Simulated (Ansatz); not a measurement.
**Migration barriers: interstitial H in rock-salt ZrN, neutral cell**

System: interstitial H in rock-salt ZrN (neutral cell). These are PBE, PAW (plane waves to 420 eV; Ansatz, a first-principles code) values and carry that method's errors.

Settings: 64 host sites, the relaxed PBE lattice, a 2×2×2 k-point mesh shifted by half a step, smearing 0.10 eV, spin-restricted, no image-charge correction. No zero-point or tunnelling terms. Sites that were not tried may lie lower.

Barriers: single points on a 3×3×3 k-point mesh shifted by half a step at the bands' geometries (they differ from the bands' own by up to 0.27 eV, and are uncertain by about as much).

```json
[
 {"Route": "H moves alone to another site", "Start site over the lowest site run (eV)": "0.00", "Hop (Å)": "2.30", "Forward barrier (eV)": "1.45", "Backward barrier (eV)": "1.45", "Neighbours at the start": "4 N at 2.13; 4 Zr at 1.97 Å", "Neighbours at the saddle": "2 N at 1.90; 2 Zr at 1.74 Å", "Saddle order": "not checked, on a symmetry element", "Forward, on the band's own sampling (eV)": "1.18"}
]
```

Paths come from CI-NEB runs.  A band can be held on a symmetry element, so unchecked saddle points there may be too high.
